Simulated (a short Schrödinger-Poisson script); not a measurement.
**MOS inversion layer, Al2O3 on p-type Si(111)**

Stack: MOS inversion layer, Al2O3 on p-type Si(111), at 300 K.

| layer | material | thickness (nm) | Na (cm⁻³) |
|---|---|---|---|
| 1 | Al2O3 | 3.3 | - |
| 2 | Si | 530 | 6.6e17 |

Constants are typed, rounded textbook-type inputs, not results; the design itself was drawn at random and stands for no fabricated device. Al2O3: permittivity 9, conduction-band edge (eV) 2.7, gap (eV) 6.8, electron mass (mₑ) 0.3. Si: permittivity 11.7, conduction-band edge (eV) 0, gap (eV) 1.124, Nv at 300 K (cm⁻³) 3.1e19.

Channel valleys (confinement mass, in-plane density-of-states mass, number): Δ6 0.258, 0.358, 6. At the gate the conduction-band edge of layer 1 lies 3.26 eV − eVg above the Fermi level of the channel; the field vanishes at the back. Gaps are held at their typed values at every temperature. Mesh 0.03 nm at interfaces.

From a short Schrödinger-Poisson script (our own, NumPy): 1D Poisson equation in equilibrium, electrons quantum, Hartree (BenDaniel-Duke, 12 states a valley, the channel's in-plane mass for all, wave functions free to enter the dielectric), parabolic valleys, classical holes, full ionisation, no traps, pinning or gate leakage.

| Vg (V) | electrons (cm⁻²) | C (μF/cm²) | Δ6 E0 (meV) | Δ6 E1 (meV) |
|---|---|---|---|---|
| 0.45 | 4.07e6 | 0.247 | 402.8 | 500.6 |
| 0.55 | 1.08e8 | 0.235 | 317.9 | 420.3 |
| 0.65 | 2.94e9 | 0.237 | 232.4 | 339.0 |
| 0.75 | 6.84e10 | 0.482 | 151.0 | 261.5 |
| 0.85 | 5.18e11 | 1.18 | 98.3 | 213.1 |
| 0.95 | 1.34e12 | 1.50 | 73.2 | 192.5 |
| 1.05 | 2.32e12 | 1.64 | 58.5 | 182.1 |
| 1.15 | 3.36e12 | 1.72 | 48.3 | 176.1 |
| 1.25 | 4.45e12 | 1.78 | 40.3 | 172.3 |
| 1.35 | 5.58e12 | 1.82 | 33.9 | 169.7 |
| 1.45 | 6.72e12 | 1.85 | 28.3 | 168.0 |

Subbands count from the Fermi level.
